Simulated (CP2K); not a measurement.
Band structure of Y2Mg (Cmcm, 6 atoms in the cell).

```
Y2Mg
1.0
    6.89129     0.00000     0.00000
    4.91590     4.82947     0.00000
    0.00000     0.00000     5.21640
Y Mg
4 2
Direct
  0.90968   0.40284   0.75000
  0.09032   0.59716   0.25000
  0.40284   0.90968   0.25000
  0.59716   0.09032   0.75000
  0.25932   0.74068   0.75000
  0.74068   0.25932   0.25000
```

Level of theory: PBEsol, GPW, DZVP-MOLOPT-SR-GTH basis, GTH-PBE potentials (GTH_POTENTIALS) (CP2K).

Settings: CUTOFF = 1000 Ry; REL_CUTOFF = 50 Ry; SMEAR/METHOD = FERMI_DIRAC; ELECTRONIC_TEMPERATURE = 1160.45 K; KPOINTS/SCHEME = MONKHORST-PACK 4 4 3; GAMMA_CENTERED = T; XC_FUNCTIONAL = PBE:PBESOL; Y/BASIS_SET = DZVP-MOLOPT-SR-GTH; Y/POTENTIAL = GTH-PBE-q11; Mg/BASIS_SET = DZVP-MOLOPT-SR-GTH; Mg/POTENTIAL = GTH-PBE-q10; METHOD = GPW; EPS_DEFAULT = 1e-11; EXTRAPOLATION = USE_GUESS.

The starting cell comes from a database of computed structures (which also holds hypothetical and non-ambient phases and stackings), without a prior relaxation at this level. Its lattice was rescaled by a random factor within 2.5 % of one. Values carry the incompleteness of an atom-centred basis. The potentials were made for another functional than the one used.

Levels in eV from the Fermi level, bands 29 to 34:
```json
[
 {"point": "Γ", "29": "-1.13", "30": "-1.11", "31": "-0.70", "32": "-0.34", "33": "0.06", "34": "0.82"},
 {"point": "X", "29": "-0.69", "30": "-0.35", "31": "-0.19", "32": "-0.05", "33": "0.25", "34": "0.40"},
 {"point": "S", "29": "-0.32", "30": "-0.32", "31": "-0.03", "32": "0.04", "33": "0.19", "34": "0.19"},
 {"point": "R", "29": "-1.29", "30": "-1.29", "31": "0.15", "32": "0.15", "33": "0.19", "34": "0.19"},
 {"point": "A", "29": "-1.51", "30": "-1.51", "31": "0.20", "32": "0.20", "33": "0.31", "34": "0.31"},
 {"point": "Z", "29": "-0.86", "30": "-0.86", "31": "0.04", "32": "0.04", "33": "0.21", "34": "0.21"},
 {"point": "Y", "29": "-1.11", "30": "-0.79", "31": "-0.71", "32": "-0.52", "33": "0.05", "34": "0.82"},
 {"point": "X1", "29": "-0.69", "30": "-0.35", "31": "-0.19", "32": "-0.05", "33": "0.25", "34": "0.40"},
 {"point": "A1", "29": "-1.51", "30": "-1.51", "31": "0.20", "32": "0.20", "33": "0.31", "34": "0.31"},
 {"point": "T", "29": "-0.46", "30": "-0.46", "31": "-0.02", "32": "-0.02", "33": "0.17", "34": "0.17"}
]
```

Bands cross the Fermi level along this path, so the cell is metallic at this level.

Higher empty bands are left out: an atom-centred basis made for the valence describes them poorly.
